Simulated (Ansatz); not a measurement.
The parent structure is AlP in the zinc blende structure (space group F-43m, No. 216).

Space group F-43m (No. 216); a = b = c = 5.4703 Å, α = β = γ = 90.00°

```json
[
 {"atom": "P", "site": "4d", "symmetry": "-43m", "x": "0.7500", "y": "0.7500", "z": "0.7500"},
 {"atom": "Al", "site": "4a", "symmetry": "-43m", "x": "0.0000", "y": "0.0000", "z": "0.0000"}
]
```
(The calculation used a cell of 2 atoms; values per cell refer to that cell.)

Level of theory: Ansatz (a first-principles code), PBEsol, PAW, cutoff 420 eV, scalar-relativistic without spin-orbit coupling, earlier PAW set.

The change: every P is replaced by N, then cell and atoms are relaxed.

Measured band gap: AlP 2.54 eV (static lattice; corrected from measurement; as listed in Wei Chen et al., Physical Review Materials (2018)); AlN 5.34 eV (temperature not stated; as listed in Daiki Deguchi et al., Japanese Journal of Applied Physics (2016)).

How well does PBEsol reproduce the measured shift?

With PBEsol the band gap moves by +1.74 eV (1.45 → 3.19) against +2.80 eV measured. The two measured values stand on different bases (one corrected, one not), which blurs small differences.

Stability against distortions was not tested. This is not the structure that AlN has at room temperature and ambient pressure.
